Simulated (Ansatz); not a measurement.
We consider Mg2BeN2 (model structure, started from the Ca2ZnN2 type, I4/mmm, No. 139, 5 atoms in the cell), described by PBE0 (PAW; Ansatz, a first-principles code).

Run with plane-wave cutoff 460 eV, 10×10×10 k mesh, Fermi–Dirac smearing 0.01 eV, scalar-relativistic PAW data made under PBE.

Cell (relaxed with PBEsol):

```yaml
crystal:
  lattice:
    - [-1.55576, 1.55576, 5.49036]
    - [1.55576, -1.55576, 5.49036]
    - [1.55576, 1.55576, -5.49036]
  atoms:
    - { symbol: Mg, position: [0.66409, 0.66409, 0.00000] }
    - { symbol: Mg, position: [0.33591, 0.33591, 0.00000] }
    - { symbol: Be, position: [0.00000, 0.00000, 0.00000] }
    - { symbol: N, position: [0.86052, 0.86052, 0.00000] }
    - { symbol: N, position: [0.13948, 0.13948, 0.00000] }
```

Problem. What does this level give for the band gap, smallest direct gap on the k points sampled and Γ–Γ gap?

Solution. 
- band gap: 2.64 eV (indirect)
- smallest direct gap on the k points sampled: 3.34 eV
- Γ–Γ gap: 3.34 eV

Note: the relaxation could raise the start's symmetry but not lower it, so the cell can be a saddle point; cell and atoms aren't relaxed at this level (largest force component 0.34 eV/Å, pressure -1.0 GPa).

The result took very roughly 14 core-minutes.

A model structure was made by putting elements into a prototype or built by hand; it is no filed structure, need not be a known phase, and can be a saddle point held by its symmetry.
